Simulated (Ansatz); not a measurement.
The starting structures come from a database of crystals and need not be the phases stable at ambient conditions.

Tunnelling through a barrier is set by its complex band structure: the current falls as exp(−2κd) with the smallest κ.

Given:

```
CaZn2P2
1.0
    4.01543     0.00000     0.00000
    0.00000     6.81288     0.00000
    2.00772     0.00000     3.47746
Ca Zn P
1 2 2
Cartesian
  0.00000   0.00000   0.00000
  2.00771   2.49842   1.15915
  4.01543   4.31446   2.31831
  4.01543   1.79690   2.31831
  2.00771   5.01598   1.15915
```

Space group of this cell: P-3m1. The cell is taken as given.

Transport runs along the normal of the first two printed cell vectors, the (100) plane of the conventional cell.

No gap correction and no spin-orbit coupling; mid-gap values are interpolated between computed energies.

Compute, with r2SCAN in Ansatz (an electronic-structure program), the band gap and the smallest decay constant κ at mid-gap.

Gap 1.11 eV on a 10×6×10 mesh; κ = 0.114 1/Å, at the zone centre.
